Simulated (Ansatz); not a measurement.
The parent structure is PtSe2 in the CdI2 type structure (space group P-3m1, No. 164; layered).

```
PtSe2
1.0
    3.77238     0.00000     0.00000
   -1.88619     3.26698     0.00000
    0.00000     0.00000     4.81834
Pt Se
1 2
Cartesian
  0.00000   0.00000   0.00000
  1.88619   1.08899   1.27955
  0.00000   2.17799   3.53879
```

The values are results of Ansatz (a first-principles code) PBE-D3(BJ), no SOC, not measurements.

Base values:

| Property | Value |
|---|---|
| Volume per atom | 19.79 Å³ |
| c/a ratio | 1.277 |

One thing is altered: cell and atoms relaxed at a pressure of 3 GPa.

### Question
Predict the new volume per atom and c/a ratio.

### Answer
The volume per atom drops by 0.816 Å³, from 19.79 Å³ to 18.98 Å³; the c/a ratio shrinks by 0.034, from 1.277 to 1.243.

Load acts through the strain it causes; cell and atoms are relaxed under it. No phonon test of stability was made. All final runs are without spin polarisation.
